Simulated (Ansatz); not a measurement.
Base system: HfO2 (space group P4_2/nmc, No. 137; a = 3.605 Å, c = 5.265 Å).

Calculations: PBE, PAW, 420 eV (Ansatz, a quantum-chemistry and plane-wave program; spin-orbit coupling left out), earlier PAW set.

Before the change:

Lattice parameter a: 3.605 Å
Gap character: indirect, Z → Γ
Band gap: 4.67 eV

It is then changed as follows: cell and atoms relaxed at a pressure of 1.5 GPa.

Q: How does this affect the lattice parameter a?

A: The lattice parameter a decreases by 0.0074 Å to 3.597 Å.

Q: Predict the new gap character.

A: The gap character is still indirect, Z → Γ.

Q: Predict the new band gap.

A: The band gap is still 4.67 eV.

With Hf present, leaving out spin-orbit coupling can change the band edges. Load acts through the strain it causes; cell and atoms are relaxed under it. No phonon test of stability was made. This is not the structure that HfO2 has at room temperature and ambient pressure.
